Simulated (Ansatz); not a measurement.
**CdTe: band gap against strain**

CdTe (zinc blende, F-43m, 32.901 Å³/atom at rest) under an equal strain ε in the (001) plane with the normal axis free, as in a coherent film. LDA in Ansatz, a plane-wave DFT program (PAW, default set), 420 eV, 9×9×9 Γ-centred mesh, Fermi-Dirac smearing 0.05 eV; ions are relaxed within the symmetry of each cell. Gaps are the smallest over the k-mesh and a band path, without spin-orbit coupling; in all rows the valence edge lies at Γ and the conduction edge at Γ.

Here s stands for strain and Eg for gap.

```csv
strain (%),gap (eV)
0.00,0.614
0.50,0.577
1.00,0.542
1.50,0.508
3.00,?
```

Fit Eg of the 4 rows that show it with a straight line. Means: s 0.75000, Eg 0.5602. About the means, the sum of products is -0.088250 and the sum of squares of s is 1.2500; the slope is their ratio. Least squares gives Eg = 0.6132 - 0.07060·s. Residuals (row less fit): 0.0008, -0.0009, -0.0006, 0.0007; standard error 0.0011 (degrees of freedom: 2). Over these rows the gap moves by -7.1 ± 0.10 eV per unit strain.

**Question.** Estimate the missing Eg (s = 3.00); what did the run itself give?

**Answer.** Eg = 0.6132 - 0.07060 × 3.0 = 0.4014 eV. The calculation gives 0.411 eV, 0.0096 eV above the prediction (4.7 % of the range of Eg in the table). The row lies outside the fitted rows, so this is an extrapolation. From the scatter of the fitted rows alone, a prediction at this place has a standard error of 0.0025 eV, so the miss is 3.8 times that.

One order more, fitted to all 7 runs of the series, follows each within 0.001, so the miss is the next term of a smooth law. Spin-orbit coupling is left out, which can shift this property for CdTe. Rows are the converged runs of the series near zero and its far end; series whose fitted rows scatter by over a few per cent of the range, as at a crossing or softening among them, aren't shown in this form. Most that stay on the fit to the last digits aren't either.
